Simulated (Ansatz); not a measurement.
Structures of equal composition on the (0001) surface of 4H silicon carbide (Si plane on top): (√3x√3)R30° Bi adatom at H3; (√3x√3)R30° Bi adatom at T4. The slabs share one bottom face, and each structure is named by its start. These are constructed structures in small cells; real faces may alloy, dewet or reconstruct in larger ones, and not all known structures of the face are among them. Slabs of about 10 Å with all that they carry, Fermi-Dirac smearing of 0.025 eV. Bottom of the slabs: H caps. Relaxed from the named starts with such symmetry as they have, on meshes of like density; energies extrapolated to zero smearing; no spin-orbit coupling, no U. Spin-polarised runs, if any, are marked in brackets, and their order is one that fits the cell; the others ran without spin. Where a second, spin-polarised start was run, the lower counts.

Host crystal: 4H silicon carbide, with a band gap (PBE, scalar-relativistic without spin-orbit coupling).

Method: PBE (plane waves to 420 eV, PAW; Ansatz, an electronic-structure program).

**Question.** Put the candidates in order of energy per 1x1 cell, lowest first, for PBE.

**Answer.** (√3x√3)R30° Bi adatom at T4 (0.000 eV, gap 1.95 eV on the mesh), (√3x√3)R30° Bi adatom at H3 (0.099 eV, gap 1.75 eV on the mesh)
